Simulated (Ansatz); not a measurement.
Take Cl (2 atoms a cell; a hypothetical phase, not in the database extracts checked; relaxed with 0.1 eV smearing) as the base.

```
Cl
1.0
    0.00000     1.83691     6.95813
    1.83670     0.00000     6.95813
    1.83670     1.83691     0.00000
Cl
2
Direct
  0.13201   0.13201   0.86799
  0.86799   0.86799   0.13201
```

Cartesian axes are those of the cell as printed.

Computed with r2SCAN+rVV10 in Ansatz (plane waves to 500 eV, PAW, no spin-orbit coupling).

For the base:

The shortest interatomic distance is 2.598 Å. The pressure is 0.0 GPa and the band gap comes out as zero.

One thing is altered: uniaxial strain ε_yy = +0.42 %, all other strain components held at zero; the atoms relax in the strained cell.

**Question.** Estimate the effect on the shortest interatomic distance.

**Answer.** The shortest interatomic distance grows by 0.005 Å to 2.603 Å.

**Question.** Estimate the effect on the pressure.

**Answer.** The pressure (mean of the normal stresses, compression positive) goes from zero to -0.3 GPa.

**Question.** Estimate the effect on the band gap.

**Answer.** The band gap is still zero.

Whether these cells are dynamically stable was not tested. The base started in Cmce and relaxed to Fmmm at this level.

Ansatz is an electronic-structure program.
